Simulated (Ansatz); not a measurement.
## Nb₂O₅ (space group C2/m, No. 12; a cell from a computed database, its experimental status unchecked)

```yaml
crystal:
  lattice:
    - [6.43355, -1.91016, 0.00000]
    - [6.43355, 1.91016, 0.00000]
    - [-0.04603, 0.00000, 3.95977]
  atoms:
    - { symbol: Nb, position: [0.85338, 0.85338, 0.93715] }
    - { symbol: Nb, position: [0.14662, 0.14662, 0.06285] }
    - { symbol: O, position: [0.85112, 0.85112, 0.48679] }
    - { symbol: O, position: [0.14888, 0.14888, 0.51321] }
    - { symbol: O, position: [0.00000, 0.00000, 0.00000] }
    - { symbol: O, position: [0.68484, 0.68484, 0.00380] }
    - { symbol: O, position: [0.31516, 0.31516, 0.99620] }
```

All numbers come from Kohn–Sham DFT with the PBEsol functional, run in Ansatz (a first-principles code) with PAW and 420 eV plane waves, without spin-orbit coupling, earlier PAW set. Settings: 9×9×8 k-points, 0.05 eV Fermi–Dirac smearing.

```json
{
 "volume_per_atom": "13.90 Å³",
 "density": "4.54 g/cm³",
 "band_gap": "2.19 eV, indirect, L₂ → Y₂",
 "total_energy": "-1685.899 eV/atom (σ→0; compares only within this code and set-up)"
}
```

Gaps are read on the SCF mesh and a high-symmetry path. No phonon test of stability was made.
